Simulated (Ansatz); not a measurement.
Output of an Ansatz run (abridged):

```
WARN the atoms were moved onto the symmetric positions of the space group found under crystal.symmetry.tolerance 1.0e-5 (fractional …
WARN ansatz: RAYON_NUM_THREADS=1 ignored (pool sized by the plan → 1); use --threads N
Pseudopotentials: kind: paw
Pseudopotential: Y, paw, valence charge 11
Pseudopotential: Al, paw, valence charge 3
Crystal: 6 atoms, lattice volume = 119.797 Å³
Basis set: ecut = 420.4159175005146 eV, 2397 PW (Γ)
Bands: 23, of which v1, the nominal top of the filled ones, is band 17 counted from 1 (16 counted from 0)
Symmetry: 48 space group operations
Space group: Fd-3m (ITA 227), of the structure as read, at distance tolerance 4.9e-5 Å
k-points: 20 of 343
PAW frozen core: Y, regenerated for the run's functional, and the local potential with it
PAW frozen core: Al, regenerated for the run's functional, and the local potential with it
Initial density: superposition of atomic densities (neutral atoms: chi_scale 0, normalization atom), corrected by the library's trained network
Initial wavefunctions: pseudopotential atomic-orbital guess
Eigensolver: davidson
Functional: x = slater, c = lda
SCF iter   1: F=—  HF=-9546.027642 eV  |F-HF|=—  |Δ(HF+E_count)|=         —  Δρ=4.72e-3  dr2=1.70e-2  ethr=1.77e-3  ⟨swp⟩=6.2  Hψ=2308  notcnv=0
all-band conjugate gradients solve this SCF's bands
preconditioner: auto → Kerker (q_TF=auto, 2.212 Å⁻¹)
SCF iter   2: F=—  HF=-9546.025700 eV  |F-HF|=—  |Δ(HF+E_count)|=   1.94e-3  Δρ=2.73e-3  dr2=6.05e-3  ethr=5.01e-5  ⟨swp⟩=1.4  Hψ=636  notcnv=0
SCF iter   3: F=—  HF=-9546.024423 eV  |F-HF|=—  |Δ(HF+E_count)|=   1.28e-3  Δρ=3.55e-4  dr2=1.51e-4  ethr=1.78e-5  ⟨swp⟩=2.0  Hψ=807  notcnv=0
SCF iter   4: F=—  HF=-9546.024377 eV  |F-HF|=—  |Δ(HF+E_count)|=   4.57e-5  Δρ=4.70e-5  dr2=3.02e-6  ethr=4.45e-7  ⟨swp⟩=2.0  Hψ=541  notcnv=0
SCF iter   5: F=—  HF=-9546.024377 eV  |F-HF|=—  |Δ(HF+E_count)|=   9.42e-8  Δρ=9.60e-6  dr2=1.44e-7  ethr=8.89e-9  ⟨swp⟩=2.7  Hψ=827  notcnv=0
SCF iter   6: F=-9546.024377 eV  HF=-9546.024377 eV  |F-HF|=9.60e-10  |Δ(HF+E_count)|=   2.93e-8  Δρ=1.52e-6  dr2=2.59e-9  ethr=2.94e-10  ⟨swp⟩=5.2  Hψ=1732  notcnv=0
SCF 1 converged in 6 iterations: F = -9546.024377 eV  dr2 = 2.59e-9
SCF converged after 6 iterations
Free energy (F): -9546.024377 eV
Harris-Foulkes:  -9546.024377 eV  (|F-HF|=9.60e-10)
Internal energy: -9545.912510 eV  (E = F + TS)
E sigma→0 (E₀):  -9545.968443 eV
Entropy (-TS):   -0.111867 eV (-18.645 meV/atom)
Fermi energy:    9.215821 eV
--- Per-component energies (eV) ---
  E_band       = -180.584620
  E_kinetic    = 706.015883
  E_local      = -1338.891994  (includes V_loc(G=0)·N_el)
  E_nonlocal   = 151.856830
  E_hartree    = 473.251980
  E_xc         = -502.343438
  E_vxc        = -516.378543  (∫ρ·V_xc dr)
  E_paw        = -7222.442587  (= ΣΔE_a)
  E_vpaw       = -129.691431  (= ΣTr[D̂ρ^β])
  E_aug_tail   = -0.000012  (compensation charges beyond the density's cutoff)
  E_ewald      = -1814.241209
  E_core_change = 0.882038  (= ΣΔE_core)
  E_smearing   = -0.111867  (= −TS)
  E_closure    = 0.000000  (closes the sum)
  Σ components = -9546.024377   (vs F -9546.024377, Δ=0.00e0)
--- Forces (eV/Å), atoms counted from 1 ---
  atom   1  Y     -0.00000000     0.00000000    -0.00000000
   [... zero for the other atoms too ...]
  max |Σ_I F_I| component: 2.31e-18 eV/Å
--- Stress (GPa, compression-positive) ---
       -2.822172       0.000000       0.000000
        0.000000      -2.822172      -0.000000
       -0.000000      -0.000000      -2.822172
  P = ⅓ Tr σ = -2.8222 GPa (-28.222 kbar)
  The stress holds the Pulay correction. Without it, at fixed plane waves, as pw.x and ABINIT print it: P = -2.8598 GPa
--- Band table (eV; the first three rows and the last of 20) ---
  k-point 0: bands = ["-32.9282", "-32.8375", "-13.1264", "-13.1264", "-13.1264", "-12.8639", "-12.8639", "-12.8639", "0.0479", "5.5320", "6.5235", "6.5235", "6.5235", "6.8879", "6.8879", "6.8879", "7.2014", "7.2014", "9.8327", "11.7736", "11.7736", [...]
  k-point 1: bands = ["-32.9249", "-32.8408", "-13.1335", "-13.1335", "-13.1281", "-12.8651", "-12.8569", "-12.8569", "0.2014", "4.7745", "6.1022", "6.1022", "6.2770", "7.0505", "7.0505", "7.7071", "7.7071", "7.7102", "10.3867", "11.3487", [...]
  k-point 2: bands = ["-32.9162", "-32.8495", "-13.1483", "-13.1483", "-13.1332", "-12.8662", "-12.8422", "-12.8422", "0.6324", "3.6525", "5.6834", "5.6834", "5.9780", "7.2993", "7.2993", "8.4848", "8.4848", "8.9430", "10.3633", "11.5529", [...]
  k-point 19: bands = ["-32.8891", "-32.8766", "-13.2039", "-13.1896", "-13.0297", "-12.9701", "-12.8035", "-12.7933", "1.8843", "2.3180", "4.3840", "5.0077", "6.9981", "7.7539", "8.1031", "8.1104", "9.2751", "9.9532", "10.2677", "10.4044", [...]
```

The structure:

```xyz
6
Lattice="0.0000 3.9127 3.9127 3.9127 0.0000 3.9127 3.9127 3.9127 0.0000" Properties=species:S:1:pos:R:3 pbc="T T T"
Y      5.8690     5.8690     5.8690
Y      3.9127     3.9127     3.9127
Al     2.9345     0.9782     2.9345
Al     0.9782     0.9782     0.9782
Al     0.9782     2.9345     2.9345
Al     2.9345     2.9345     0.9782
```

**Question.** What input produced this log?

**Answer.** Other spellings and defaults could give the same log, and not every line can be read from it. The input that was run (DFT, LDA (PW92), plane waves, default PAW files made with PBE):

Ansatz 0.2 input:
```yaml
crystal:
  lattice:
    - [0.000000, 3.912662, 3.912662]
    - [3.912662, 0.000000, 3.912662]
    - [3.912662, 3.912662, 0.000000]
  atoms:
    - { symbol: Y, position_ang: [5.868993, 5.868993, 5.868993] }
    - { symbol: Y, position_ang: [3.912662, 3.912662, 3.912662] }
    - { symbol: Al, position_ang: [2.934497, 0.978166, 2.934496] }
    - { symbol: Al, position_ang: [0.978166, 0.978166, 0.978166] }
    - { symbol: Al, position_ang: [0.978166, 2.934497, 2.934497] }
    - { symbol: Al, position_ang: [2.934496, 2.934496, 0.978166] }
basis:
  ecutwfc: 30.9 Ry
kpoints:
  mp_grid: { grid: [7, 7, 7] }
hamiltonian:
  xc: lda
  pseudopotentials: { kind: paw }
scf:
  occupations: { method: fermi_dirac, width: 0.0073 Ry }
output:
  forces: true
  eigenvalues: true
  stress: true
```

The starting cell comes from a database of computed structures (which also holds hypothetical and non-ambient phases and stackings), without a prior relaxation at this level. Its lattice was rescaled by up to half a per cent. Ansatz's pressure includes its estimate of the finite-basis (Pulay) stress.

Ansatz is a first-principles code.
